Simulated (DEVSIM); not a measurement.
System: Cr/SiO2/p-Si capacitor, at 300 K.

```
layer (left to right)  material  thickness (nm)  Na (cm⁻³)
---------------------  --------  --------------  ---------
1                          SiO2            3.80          -
2                            Si            2100     7.4e16
```

Metal gate on the left, work function 4.5 eV. Fixed charge at the semiconductor interface 0 cm⁻² (in units of +e); no interface traps.

This is a model device: material constants are rounded textbook-type values typed into the input, and sizes, dopings and lifetimes were drawn at random. Values at 300 K.

| parameter | SiO2 | Si |
|---|---|---|
| gap (eV) | 9 | 1.124 |
| affinity (eV) | 0.9 | 4.05 |
| permittivity | 3.9 | 11.7 |
| Nc (cm⁻³) | - | 2.86e19 |
| Nv (cm⁻³) | - | 3.1e19 |

Simulated with DEVSIM: 1D Poisson equation in equilibrium, Boltzmann statistics, complete ionisation; no quantum confinement or tunnelling. Metal contacts follow the ideal Schottky-Mott rule: no Fermi-level pinning, no interface dipoles.

Base results: threshold voltage (band bending 2φF) (V) 0.45; capacitance of the dielectric stack (μF/cm²) 0.909; flat-band voltage (V) -0.52; minimum of the low-frequency capacitance (μF/cm²) 0.0880.

### Question
What follows from this one change: substrate doping 7.4e+16 → 1.5e+16 cm^-3?

### Answer
threshold voltage (band bending 2φF) 0.45 → 0.32 V; capacitance of the dielectric stack little changed (0.909 μF/cm²); flat-band voltage -0.52 → -0.48 V; minimum of the low-frequency capacitance 0.0880 → 0.0442 μF/cm².

### Question
What follows from this one change: fixed charge 0 → 1.11e+12 cm^-2?

### Answer
threshold voltage (band bending 2φF) 0.45 → 0.26 V; capacitance of the dielectric stack little changed (0.909 μF/cm²); flat-band voltage -0.52 → -0.71 V; minimum of the low-frequency capacitance little changed (0.0882 μF/cm²).

### Question
What follows from this one change: SiO2 thickness 0.0038 → 0.0032 μm?

### Answer
threshold voltage (band bending 2φF) 0.45 → 0.43 V; capacitance of the dielectric stack 0.909 → 1.08 μF/cm²; flat-band voltage little changed (-0.52 V); minimum of the low-frequency capacitance little changed (0.0887 μF/cm²).

### Question
What follows from this one change: gate work function 4.5 → 4.65 eV?

### Answer
threshold voltage (band bending 2φF) 0.45 → 0.60 V; capacitance of the dielectric stack little changed (0.909 μF/cm²); flat-band voltage -0.52 → -0.37 V; minimum of the low-frequency capacitance little changed (0.0874 μF/cm²).
